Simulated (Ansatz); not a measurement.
# Response to strain in Zr

Consider Zr in the hcp (Mg type) structure (space group P6_3/mmc, No. 194; a = 3.1438 Å, c = 5.0928 Å; relaxed with 0.1 eV smearing). Axes: x lies along a and z along c of the hexagonal cell.

Strains are applied to the cell and any free atomic positions relax.

Method: LDA/PAW in Ansatz (an electronic-structure program), no spin-orbit coupling.

Candidates:
(a) uniaxial strain ε_zz = +2.50 %
(b) uniaxial strain ε_zz = −0.50 %
(c) uniaxial strain ε_zz = −3.00 %
(d) uniaxial strain ε_zz = −2.00 %

Notes on the quantities. energy relative to the base: free energy F.

Question: Order them by energy relative to the base, highest first.

Answer: (c) uniaxial strain ε_zz = −3.00 % (+11 meV/atom), (a) uniaxial strain ε_zz = +2.50 % (+7.0 meV/atom), (d) uniaxial strain ε_zz = −2.00 % (+5.0 meV/atom), (b) uniaxial strain ε_zz = −0.50 % (+0.3 meV/atom)

Stability against distortions was not tested. The final runs are not spin-polarised.
